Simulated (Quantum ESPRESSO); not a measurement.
A working Quantum ESPRESSO input for Ca3SnH2 (P1, 12 atoms in the cell) (DFT, PBEsol, plane waves, GBRV 1.5 ultrasoft (PBESOL) pseudopotentials):

```fortran
&control
  calculation = 'scf'
  prefix = 'Ca3SnH2'
  outdir = './tmp/'
  pseudo_dir = './'
  verbosity = 'high'
  tprnfor = .true.
  tstress = .true.
/
&system
  ibrav = 0
  nat = 12
  ntyp = 3
  ecutwfc = 40
  ecutrho = 200
  occupations = 'smearing'
  smearing = 'mp'
  degauss = 0.0099958
/
&electrons
  conv_thr = 1.0e-11
/
ATOMIC_SPECIES
Sn   118.7100  sn_pbesol_v1.4.uspp.F.UPF
Ca    40.0780  ca_pbesol_v1.uspp.F.UPF
H      1.0080  h_pbesol_v1.4.uspp.F.UPF
CELL_PARAMETERS bohr
   8.37715591   -10.74403788     0.00000000
   8.37715591    10.74403788     0.00000000
   0.00000000     0.00000000     9.86437037
ATOMIC_POSITIONS crystal
Sn    0.29921900    0.68452000    0.25744300
Sn    0.69671500    0.31092700    0.75038400
Ca    0.88836100    0.11036900    0.25589600
Ca    0.11140800    0.89035000    0.73705200
Ca    0.80986400    0.59787100    0.25077400
Ca    0.18816600    0.40889600    0.74517500
Ca    0.59041500    0.82056800    0.76419000
Ca    0.40842600    0.17528100    0.25785200
H     0.14619200    0.15696400   -0.00898000
H     0.84749000    0.85795400    0.49662300
H     0.85890600    0.84864000   -0.00411900
H     0.15483700    0.13766100    0.49771200
K_POINTS automatic
3 3 3  1 1 1
```

The run converged in 15 iterations: free energy E − TS -10504.5549 eV; top of the valence band (on the code's own zero) 6.60 eV; gap on the k-point mesh 1.03 eV; pressure -1.04 GPa; largest force (vector length) 0.454 eV/Å. Each of these slips is then made, one at a time:

(1)
```diff
-  ecutwfc = 40
-  ecutrho = 200
+  ecutwfc = 20
+  ecutrho = 100
```

(2)
```diff
+  conv_thr = 1.0e-11
-  conv_thr = 1.0e-11
```

What happens in each case?


(1) An energy in the wrong unit. The run converged in 15 iterations without an error; against the sound input the free energy rises by 480 meV/atom, the pressure goes from -1.04 to -7.07 GPa, the largest force stays at 0.454 eV/Å and the gap on the mesh goes from 1.030 to 1.041 eV.

(2) A keyword in the wrong namelist. The program stopped before any SCF iteration.
```
Error in routine  read_namelists (1):
bad line in namelist &system: "  conv_thr = 1.0e-11" (error could be in the previous line)
```

The starting cell comes from a database of published, mostly measured structures (it also holds non-ambient and calculated ones), without a prior relaxation at this level. Its atoms were displaced at random from the sites of space group no. 63. The shifted mesh does not hold Γ, so a gap read on it misses any band edge there.

Left out of this page: 3 runs of the series outside the window shown, repeating another row's setting, or not comparable.
